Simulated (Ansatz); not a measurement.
**Co in the hcp (Mg type) structure (space group P6_3/mmc, No. 194; ferromagnetic)**

```cif
data_Co2
_chemical_formula_sum 'Co2'
_space_group_name_H-M_alt 'P 1'
_space_group_IT_number 1
_cell_length_a 2.45727
_cell_length_b 2.45727
_cell_length_c 3.96861
_cell_angle_alpha 90.000
_cell_angle_beta 90.000
_cell_angle_gamma 120.000
loop_
_space_group_symop_operation_xyz
  'x, y, z'
loop_
_atom_site_label
_atom_site_type_symbol
_atom_site_fract_x
_atom_site_fract_y
_atom_site_fract_z
_atom_site_occupancy
Co1 Co 0.66667 0.33333 0.25000 1
Co2 Co 0.33333 0.66667 0.75000 1
```

Computed with Ansatz (a program for electronic structure) PBEsol, no SOC. Settings: 22×22×12 k-points, 0.05 eV Fermi–Dirac smearing.

```json
{
  "volume_per_atom": "10.38 Å³",
  "density": "9.43 g/cm³",
  "band_gap": "zero",
  "magnetic_state": "ferromagnetic",
  "total_energy": "-5092.993 eV/atom (σ→0; compares only within this code and set-up)"
}
```

Other magnetic orders, which the real material may have, were not ruled out. Stability against distortions was not tested. The base started in P-3m1 and relaxed to P6_3/mmc at this level.
